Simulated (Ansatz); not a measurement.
## Response to strain in GaAs

Take GaAs in the zinc blende structure (space group F-43m, No. 216) as the base.

```xyz
2
Lattice="0.0000 2.8334 2.8334 2.8334 0.0000 2.8334 2.8334 2.8334 0.0000" Properties=species:S:1:pos:R:3 pbc="T T T"
As     4.2500     4.2500     4.2500
Ga     0.0000     0.0000     0.0000
```

Cartesian axes are those of the cell as printed.

Strains are applied to the cell and any free atomic positions relax; under biaxial strain the out-of-plane vector relaxes too.

All numbers come from plane-wave PAW DFT at the r2SCAN level (Ansatz, an electronic-structure program, 500 eV), spin-orbit coupling left out.

Candidates:
(a) biaxial strain +0.88 %, plane normal [110], relaxed out of plane
(b) biaxial strain +0.99 %, plane normal [001], relaxed out of plane
(c) biaxial strain +2.07 %, plane normal [110], relaxed out of plane
(d) biaxial strain +0.44 %, plane normal [001], relaxed out of plane
(e) biaxial strain −0.84 %, plane normal [001], relaxed out of plane

Notes on the quantities. in-plane stress: mean in-plane stress (compression positive).

**Question.** Order them by in-plane stress, lowest first.

**Answer.** (c) biaxial strain +2.07 %, plane normal [110], relaxed out of plane (-3.2 GPa), (a) biaxial strain +0.88 %, plane normal [110], relaxed out of plane (-1.4 GPa), (b) biaxial strain +0.99 %, plane normal [001], relaxed out of plane (-1.2 GPa), (d) biaxial strain +0.44 %, plane normal [001], relaxed out of plane (-0.5 GPa), (e) biaxial strain −0.84 %, plane normal [001], relaxed out of plane (+1.1 GPa)

A biaxial case was relaxed in a doubled cell and then solved in the primitive one. Stability against distortions was not tested.
